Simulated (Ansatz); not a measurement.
The starting structures come from a database of crystals and need not be the phases stable at ambient conditions.

Tunnelling through a barrier is set by its complex band structure: the current falls as exp(−2κd) with the smallest κ.

Input:

```xyz
4
Lattice="7.6150 0.0000 0.0000 2.5383 7.4508 0.0000 3.8075 0.0000 2.1982" Properties=species:S:1:pos:R:3 pbc="T T T"
Ca     7.6150     5.1697     0.0000
Ca     2.5383     2.2811     0.0000
As     5.0766     3.7254     0.0000
I      0.0000     0.0000     0.0000
```

The cell is taken as given.

Transport runs along the normal of the first two printed cell vectors, the (110) plane of the conventional cell.

No gap correction and no spin-orbit coupling; mid-gap is the computed energy nearest the middle.

**Question.** Give the band gap and the smallest decay constant κ at mid-gap that r2SCAN in Ansatz (an electronic-structure program) yields.

**Answer.** Gap 1.88 eV on a 14×14×14 mesh; κ = 0.195 1/Å, at the zone centre.
